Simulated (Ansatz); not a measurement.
# Input and output of a self-consistent single point for CdPt (P4mm, 2 atoms in the cell) (Ansatz)

Computed with PBEsol, default PAW files made with PBE (plane waves; Ansatz, a quantum-chemistry and plane-wave program).

The input file:

Ansatz 0.2 input:
```yaml
# CdPt
crystal:
  lattice:
    - [2.976504, 0.000000, 0.000000]
    - [0.000000, 2.976504, 0.000000]
    - [0.000000, 0.000000, 3.834512]
  atoms:
    - { symbol: Cd, position: [0.000000, 0.000000, 0.013039] }
    - { symbol: Pt, position: [0.500000, 0.500000, 0.500000] }
basis:
  ecutwfc: 420.0
kpoints:
  mp_grid: { grid: [11, 11, 9] }
hamiltonian:
  xc: pbesol
  pseudopotentials: { kind: paw }
scf:
  occupations: { method: fermi_dirac, width: 0.1 }
output:
  forces: true
  eigenvalues: true
  stress: true
```

Output (repeated stretches shortened):

```
WARN ansatz: RAYON_NUM_THREADS=1 ignored (pool sized by the plan → 1); use --threads N
Pseudopotentials: kind: paw
Pseudopotential: Cd, paw, valence charge 20
Pseudopotential: Pt, paw, valence charge 18
Crystal: 2 atoms, lattice volume = 33.972 Å³
Basis set: ecut = 420 eV, 633 PW (Γ), exchange–correlation on 40×40×54 points (8 copies of the dense FFT grid, shifted against one another)
Bands: 23, of which v1, the nominal top of the filled ones, is band 19 counted from 1 (18 counted from 0)
Symmetry: 8 space group operations
Space group: P4mm (ITA 99), of the structure as read, at distance tolerance 3.2e-5 Å
k-points: 105 of 1089 (time reversal used)
PAW frozen core: Cd, regenerated for the run's functional, and the local potential with it
PAW frozen core: Pt, regenerated for the run's functional, and the local potential with it
Initial density: superposition of atomic densities (neutral atoms: chi_scale 0, normalization atom), corrected by the library's trained network
Initial wavefunctions: pseudopotential atomic-orbital guess
Eigensolver: davidson
Functional: x = pbesol(κ = 0.804, μ = 0.12345679012345678), c = pbesol(β = 0.046)
SCF iter   1: F=—  HF=-20568.549159 eV  |F-HF|=—  |Δ(HF+E_count)|=         —  Δρ=1.14e-2  dr2=5.54e-2  ethr=1.77e-3  ⟨swp⟩=5.1  Hψ=9228  notcnv=0
all-band conjugate gradients solve this SCF's bands
preconditioner: auto → Kerker (q_TF=auto, 2.780 Å⁻¹)
SCF iter   2: F=—  HF=-20568.538060 eV  |F-HF|=—  |Δ(HF+E_count)|=   1.11e-2  Δρ=3.68e-3  dr2=6.11e-3  ethr=1.46e-4  ⟨swp⟩=1.0  Hψ=3260  notcnv=0
SCF iter   3: F=—  HF=-20568.536814 eV  |F-HF|=—  |Δ(HF+E_count)|=   1.25e-3  Δρ=1.31e-3  dr2=7.73e-4  ethr=1.61e-5  ⟨swp⟩=2.3  Hψ=3163  notcnv=0
SCF iter   4: F=—  HF=-20568.536608 eV  |F-HF|=—  |Δ(HF+E_count)|=   2.06e-4  Δρ=2.98e-4  dr2=6.54e-5  ethr=2.03e-6  ⟨swp⟩=2.2  Hψ=3531  notcnv=0
SCF iter   5: F=—  HF=-20568.536571 eV  |F-HF|=—  |Δ(HF+E_count)|=   3.75e-5  Δρ=1.17e-4  dr2=6.95e-6  ethr=1.72e-7  ⟨swp⟩=2.5  Hψ=3912  notcnv=0
SCF iter   6: F=—  HF=-20568.536569 eV  |F-HF|=—  |Δ(HF+E_count)|=   2.09e-6  Δρ=4.07e-5  dr2=6.55e-7  ethr=1.83e-8  ⟨swp⟩=2.0  Hψ=3448  notcnv=0
SCF iter   7: F=-20568.536569 eV  HF=-20568.536569 eV  |F-HF|=7.78e-9  |Δ(HF+E_count)|=   1.37e-7  Δρ=9.60e-6  dr2=2.89e-8  ethr=2.63e-10  ⟨swp⟩=5.1  Hψ=9657  notcnv=0
SCF 1 converged in 7 iterations: F = -20568.536569 eV  dr2 = 2.89e-8
SCF converged after 7 iterations
Free energy (F): -20568.536569 eV
Harris-Foulkes:  -20568.536569 eV  (|F-HF|=7.78e-9)
Internal energy: -20568.516882 eV  (E = F + TS)
E sigma→0 (E₀):  -20568.526725 eV
Entropy (-TS):   -0.019686 eV (-9.843 meV/atom)
Fermi energy:    19.199082 eV
--- Per-component energies (eV) ---
  E_band       = -484.059852
  E_kinetic    = 1144.090590
  E_local      = -4164.669647  (includes V_loc(G=0)·N_el)
  E_nonlocal   = 239.520386
  E_hartree    = 1825.380182
  E_xc         = -436.653310
  E_vxc        = -524.604995  (∫ρ·V_xc dr)
  E_paw        = -13329.400717  (= ΣΔE_a)
  E_vpaw       = -829.156235  (= ΣTr[D̂ρ^β])
  E_aug_tail   = 0.000194  (compensation charges beyond the density's cutoff)
  E_ewald      = -5847.413502
  E_core_change = 0.628941  (= ΣΔE_core)
  E_smearing   = -0.019686  (= −TS)
  E_closure    = 0.000000  (closes the sum)
  Σ components = -20568.536569   (vs F -20568.536569, Δ=0.00e0)
--- Forces (eV/Å), atoms counted from 1 ---
  atom   1  Cd    -0.00000000     0.00000000    -0.36497039
  atom   2  Pt     0.00000000     0.00000000     0.36496991
  max |Σ_I F_I| component: 4.81e-7 eV/Å
--- Stress (GPa, compression-positive) ---
       -3.306539       0.000000       0.000000
        0.000000      -3.306539       0.000000
        0.000000       0.000000      -2.681767
  P = ⅓ Tr σ = -3.0983 GPa (-30.983 kbar)
  The stress holds the Pulay correction. Without it, at fixed plane waves, as pw.x and ABINIT print it: P = -3.1531 GPa
--- Band table (eV; the first three rows and the last of 105) ---
  k-point 0: bands = ["-83.0266", "-78.6613", "-44.1170", "-44.1170", "-44.0776", "-32.8826", "-32.8048", "-32.8048", "9.7102", "9.8844", "10.1312", "11.0242", "11.0242", "11.3489", "15.2440", "15.8110", "17.8842", "17.8842", "18.3785", "21.0092", [...]
  k-point 1: bands = ["-83.0266", "-78.6613", "-44.1170", "-44.1170", "-44.0776", "-32.8833", "-32.8049", "-32.8049", "9.8455", "9.8995", "10.1933", "11.0347", "11.0347", "11.3530", "15.2119", "15.7316", "17.7891", "17.7891", "18.3678", "20.1710", [...]
  k-point 2: bands = ["-83.0266", "-78.6613", "-44.1170", "-44.1170", "-44.0778", "-32.8851", "-32.8049", "-32.8049", "9.9385", "10.1096", "10.4993", "11.0618", "11.0618", "11.3633", "15.1304", "15.4359", "17.5600", "17.5600", "18.3406", "18.6881", [...]
  k-point 104: bands = ["-83.0224", "-78.6538", "-44.1503", "-44.1503", "-44.0722", "-32.9064", "-32.9064", "-32.8680", "10.1291", "10.4797", "10.4971", "11.3534", "11.7557", "14.5350", "14.9366", "15.0689", "17.6784", "19.1237", "22.6656", [...]
```

The run converged in 7 iterations.

The starting cell comes from a database of computed structures (which also holds hypothetical and non-ambient phases and stackings), without a prior relaxation at this level. Its lattice was rescaled by up to half a per cent. One atom was moved a little off its site on purpose. Spin-orbit coupling is off. Spin polarisation is off. With a pressure of about -3 GPa the cell is away from its equilibrium volume at this level. Ansatz's pressure includes its estimate of the finite-basis (Pulay) stress.
